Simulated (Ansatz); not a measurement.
Consider GaP in the zinc blende structure (space group F-43m, No. 216; a = 5.452 Å).

Modification: the cell is scaled by 1.0413 in all directions, atoms relaxed at fixed cell.

Levels (all Ansatz, a program for electronic structure, PAW, earlier PAW set): r2SCAN (500 eV, no spin-orbit coupling); HSE06 (420 eV, no SOC); HSE06+SOC (420 eV, noncollinear with spin-orbit coupling).

One geometry, relaxed with r2SCAN, under each level:

The valence-band top lists the three highest levels at Γ (Kramers pairs under SOC), from the VBM.

```json
[
 {"level": "r2SCAN", "band gap": "1.32 eV", "lowest conduction level above the VBM at special points": "Γ 1.32 eV; L 1.65 eV; X 2.13 eV", "valence-band top at Γ": "0.00, 0.00, 0.00 eV"},
 {"level": "HSE06", "band gap": "1.71 eV", "lowest conduction level above the VBM at special points": "Γ 1.71 eV; L 2.08 eV; X 2.51 eV", "valence-band top at Γ": "–"},
 {"level": "HSE06+SOC", "band gap": "1.68 eV", "lowest conduction level above the VBM at special points": "Γ 1.68 eV; L 2.05 eV; X 2.48 eV", "valence-band top at Γ": "0.00, 0.00, -0.09 eV"}
]
```

Single points use the geometry relaxed with r2SCAN. The spin-orbit shifts are approximate. The cells carry an imposed strain or load. No phonon test of stability was made.
